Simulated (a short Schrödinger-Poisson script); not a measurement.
Solved with a short Schrödinger-Poisson script written for these runs: one-band effective-mass equation with BenDaniel-Duke matching, electrons, heavy and light holes apart, hard walls at the outer ends, one valence edge for both holes (no strain splitting), no charge, excitons, band mixing or non-parabolicity; under a field the levels are quasi-bound states of a box, listed while three quarters of their weight lies within 4 nm of the wells.

System: coupled double GaAs/Al0.35Ga0.65As quantum well.

From the first side: 20 nm Al0.35Ga0.65As; 10 nm GaAs; 5 nm Al0.35Ga0.65As; 10 nm GaAs; 20 nm Al0.35Ga0.65As.

Constants are typed, rounded textbook-type inputs, not results; the design itself was drawn at random and stands for no fabricated device. GaAs: direct gap (eV) 1.424, conduction-band edge (eV) 0, electron mass (mₑ) 0.067, heavy-hole mass 0.377, light-hole mass 0.09. Al0.35Ga0.65As: direct gap (eV) 1.86, conduction-band edge (eV) 0.276, electron mass (mₑ) 0.096, heavy-hole mass 0.412, light-hole mass 0.1215.

The valence-band edge of each layer lies one gap below its conduction-band edge. The electron's potential energy rises along the stack by the applied field. Mesh 0.03 nm at interfaces.

### Question
Give the squared e1-hh1 overlap at zero applied field; the e2 − e1 (meV); the e1 above the well's band edge (meV).

### Answer
squared e1-hh1 overlap at zero applied field: 0.98; e2 − e1 (meV): 0.6; e1 above the well's band edge (meV): 30.8. Excitons are left out, and strain enters only through the typed gaps and offsets, so measured lines lie elsewhere.
